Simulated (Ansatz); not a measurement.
# Wire resistance of TiC and of Mo

TiC (Fm-3m) has a bulk resistivity ρ₀ of 13.5 μΩ·cm and a mean free path ℓ of 20.3 nm. Mo (Im-3m) has a bulk resistivity ρ₀ of 5.77 μΩ·cm and a mean free path ℓ of 12.2 nm. Both at 300 K by PBE, DFPT electron-phonon coupling, linearised Boltzmann equation (plane waves, PAW, scalar-relativistic; Ansatz, a program for electronic structure); third figures are kept for the arithmetic, and halving the electron mesh moves ρ₀ by up to 5 and 1 % at 300 K, and ℓ by up to 4 and 2 % (the most at any temperature). Cell of TiC: a = 3.064 Å, b = 3.064 Å, c = 3.064 Å, α = 60.00°, β = 60.00°, γ = 60.00°. On Mo: eigensolver warning.

Square wire of width d: ρ − ρ₀ = ρ₀ℓ × [0.75(1 − p)/d + 1.5R/((1 − R)D)], with p = 0.5, R = 0.15, D = d.

**Question.** Write ρ(d) for both metals.

**Answer.** With D = d the size term is Kρ₀ℓ/d, K = 0.75 × 0.5 + 1.5 × 0.15/0.85 = 0.640. TiC: ρ₀ℓ = 27×10⁻¹⁶ Ω·m², ρ = 13.5 + 175/d. Mo: 7.04×10⁻¹⁶ Ω·m², ρ = 5.77 + 45.1/d (μΩ·cm, d in nm).

**Question.** By these numbers, below which width does TiC have the lower resistivity?

**Answer.** Nowhere: neither ρ₀ nor ρ₀ℓ of TiC lies under that of Mo.

**Question.** Find the resistance of 1 μm of line, ρL/d², in square trenches of width w. Take w = 9, 30, 36, 45 nm.

**Answer.** 
| w (nm) | ρ, TiC (μΩ·cm) | Ω/μm, TiC | ρ, Mo (μΩ·cm) | Ω/μm, Mo |
|---|---|---|---|---|
| 9 | 33 | 4100 | 10.8 | 1330 |
| 30 | 19.3 | 210 | 7.3 | 81 |
| 36 | 18.4 | 142 | 7.0 | 54 |
| 45 | 17.4 | 86 | 6.8 | 33 |

The line of Mo has the lower resistance at w = 9, 30, 36, 45 nm.

The formula is the first-order form of the Fuchs-Sondheimer and Mayadas-Shatzkes models for a square wire of an isotropic metal and fails where d lies far under ℓ. p, R and D are assumed, not computed. With a current-weighted ℓ the product lies above the one-path value, by more the wider the paths spread. Only harmonic phonons scatter in ρ₀; disorder, surface states and the phase's stability aren't judged.
